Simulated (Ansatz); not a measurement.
## LaTiO2N (I2₁2₁2₁, No. 24, 10 atoms in the cell; start mp-1222738)

These are r²SCAN in Ansatz (plane waves, PAW) values and carry that method's errors.

Run with plane-wave cutoff 560 eV, 8×8×8 k mesh, Fermi–Dirac smearing 0.01 eV, no spin polarisation, scalar-relativistic PAW data made under PBE.

Cell (relaxed at this level):

LaTiNO₂ is modelled in the orthorhombic space group I2₁2₁2₁ (No. 24), Pearson symbol oI20. Conventional cell: a = 5.6139 Å, b = 5.6286 Å, c = 7.7785 Å, α = 90.00°, β = 90.00°, γ = 90.00°. La on 4b has 3 O at 2.446–2.532 Å and 2 O at 2.843 Å and 3 O at 3.048–3.183 Å and 2 N at 2.576 Å and 2 N at 2.996 Å. Ti on 4a is surrounded by 2 N at 1.930 Å and 2 O at 1.990 Å and 2 O at 2.095 Å (octahedral). N on 4c is coordinated by 2 Ti at 1.930 Å and 2 La at 2.576 Å and 2 La at 2.996 Å. O1 on 4b sees 2 Ti at 1.990 Å and 1 La at 2.446 Å and 2 La at 2.843 Å and 1 La at 3.183 Å. O2 on 4c is surrounded by 2 Ti at 2.095 Å and 2 La at 2.532 Å and 2 La at 3.048 Å. (Neighbours: up to the widest gap in distance over summed covalent radii, below 1.35, at either atom; cation-cation and far metal-metal contacts left out.)
(The calculation used a cell of 10 atoms; values per cell refer to that cell.)

```yaml
band_gap: 1.60 eV (on the SCF k mesh)
"Γ–Γ gap": 1.66 eV
```

Note: the relaxation could not lower the start's symmetry, so the cell can be a saddle point above a distorted one.

Spin–orbit coupling is not included.

Static lattice: no zero-point or thermal effects.

A start named mp-… is a Materials Project structure, which need not be a measured phase.

Ansatz is a program for electronic structure.
